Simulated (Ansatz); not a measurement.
Functionals compared on a constructed model of the (111) surface of fcc Pd, a pseudomorphic layer of Ru in the host's stacking (bottom of the slab: a bare face, its two planes held), in Ansatz (plane waves, PAW). The structure was relaxed with PBE; the other rows are single points on it. Cutoff 420 eV (500 eV for r2SCAN).

Model: 7-atom slab, 13.9 Å thick at the start, 15x15x1 mesh, Fermi-Dirac 0.1 eV, dipole correction, 2 atoms held, the rest relaxed; symmetry of the start imposed; no spin, no spin-orbit, no U. In PBE it is, or lies within 0.01 eV a 1x1 cell of, the lowest of the 2 structures of its composition computed so far; larger cells were not tried. These notes are the PBE run's.

| functional | work function of the top face (eV) | rough cost of the single point |
|---|---|---|
| PBE | 5.25 | – |
| RPBE | 5.09 | very roughly 30 core-seconds |
| r2SCAN | 5.30 | about 110 core-seconds (a rough figure) |

Ansatz is an electronic-structure program.
